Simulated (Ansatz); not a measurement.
Input:

A slab with vacuum along the third vector:

```xyz
6
Lattice="2.8673 0.0000 0.0000 -0.9558 2.7033 0.0000 0.0000 0.0000 28.0000" Properties=species:S:1:pos:R:3 pbc="T T T"
Nb     0.9558     1.3517     8.2524
Nb     0.0000     0.0000    10.4880
Nb     0.9558     1.3517    12.8366
Nb     0.0000     0.0000    15.1634
Nb     0.9558     1.3517    17.5120
Nb     0.0000     0.0000    19.7476
```

Set-up: 6 atoms, 11.7 Å thick at the start; mesh 14x14x1; 0.1 eV smearing; dipole correction on; single point; on the structure that PBE left under its start's symmetry; no spin, no spin-orbit, no U.

Question: Predict the surface energy (mean of both faces) from r2SCAN, at the PBE geometry (Ansatz, a quantum-chemistry and plane-wave program).

Answer: 2.22 J/m²

Question: What is the computed work function of the top face (r2SCAN, at the PBE geometry)?

Answer: 4.57 eV
